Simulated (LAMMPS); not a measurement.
MD from the melt across the composition of ZnSe (zinc blende) with a share x of Se sites S; each row has its own temperature.

Computed with classical MD, pair style sw, file CdTeZnSeHgS0.sw (LAMMPS).

```
x                     volume   state                  enthalpy  self-diffusion coefficient of S (not corrected for cell size)  T (K)
----  ----------------------  ------  ------------------------  -------------------------------------------------------------  -----
0.25    24.56 ± 0.01 Å³/atom  liquid    -1.826 ± 0.002 eV/atom                                    (2.08 ± 0.04) × 10^-5 cm²/s   1760
0.5   23.574 ± 0.008 Å³/atom  liquid    -1.911 ± 0.003 eV/atom                                    (2.28 ± 0.05) × 10^-5 cm²/s   1800
0.75    22.77 ± 0.02 Å³/atom  liquid  -1.9899 ± 0.0006 eV/atom                                    (3.06 ± 0.05) × 10^-5 cm²/s   1850
```

Caution: a run this short can hold a crystal over, or a liquid under, the potential's own melting point, which these runs don't give.

Caution: the real compound melts congruently only under the pressure of its own vapour and loses its more volatile element when open.

Caution (row 0.5): enthalpy drifts during the constant-pressure average: a transition or slow ageing; fluctuation values are void.

States go by the mean squared displacement: a species diffuses where it passes 1.5 Å², still rises and gives D over 1e-6 cm²/s; a crystal has left its structure where atoms lie 0.35 Å off their sites on average or a cubic box changes its shape by 3 %, or the axial ratios of another lie 8 % off the starting cell's, which the potential's own relaxation can also do.

Errors of D are the spread over four groups of atoms in one short run; a floor of about 5 %, a picked value, is safer.

Uncertainties are statistical and leave out the potential's own error.
